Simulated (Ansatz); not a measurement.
Start from TaC in the rock salt structure (space group Fm-3m, No. 225; a = 4.4400 Å; relaxed with 0.1 eV smearing). Axes: x, y, z lie along the cube axes.

Method: PBEsol in Ansatz (plane waves to 420 eV, PAW, no spin-orbit coupling).

Strains are applied to the cell and any free atomic positions relax; under biaxial strain the out-of-plane vector relaxes too; under stress the whole cell relaxes.

One change was made to it. Results:

```json
[
 {"quantity": "energy relative to the base (free energy F)", "base": "0 meV/atom", "after": "+97 meV/atom"},
 {"quantity": "shortest interatomic distance", "base": "2.220 Å", "after": "2.269 Å"}
]
```

**Question.** What was done to the base?
A) isotropic strain +1.44 %
B) biaxial strain +4.94 %, plane normal [111], relaxed out of plane
C) uniaxial stress, 5 GPa compression along x

**Answer.** B, biaxial strain +4.94 %, plane normal [111], relaxed out of plane. For comparison, the energy relative to the base in the other runs: isotropic strain +1.44 % gives +21 meV/atom; uniaxial stress, 5 GPa compression along x gives +1.1 meV/atom.

Stability under load was not tested beyond the relaxation. All final runs are without spin polarisation. An odd electron count without spin: TaC.

Ansatz is a program for electronic structure.
